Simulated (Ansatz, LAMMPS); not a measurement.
Random Si-Ge alloy, 4x4x4 cubic cells, lattice parameter by Vegard's rule. Cell 22.77 × 22.77 × 22.77 Å, Si121Ge391, 512 atoms. Prepared with LAMMPS with Tersoff's 1989 multicomponent potential (SiCGe.tersoff): minimisation. 

Basis: localised support functions (accuracy medium) on a full density matrix. k-points: zone centre alone; occupations: Fermi-Dirac, 0.020 eV; spin polarisation not allowed. Scalar-relativistic, no spin-orbit coupling.

What energy, gap and bonding does PBE, support functions at accuracy medium on the grid of 370 eV run with Ansatz (a first-principles code) give?


* **energy over the perfect crystal(s), per atom**: 15 meV/atom
* **Kohn-Sham gap of the cell on its k-mesh**: 0.28 eV
* **coordination (neighbours within 2.925 Å)**: 100.0 % 4-fold
* **Ge-Ge bonds, mean ± spread**: 2.488 ± 0.007 Å
* **Ge-Si bonds, mean ± spread**: 2.440 ± 0.006 Å
* **Si-Si bonds, mean ± spread**: 2.392 ± 0.005 Å
* **bond angles, mean ± spread**: 109.5° ± 1.1°
* **pressure**: -0.38 GPa
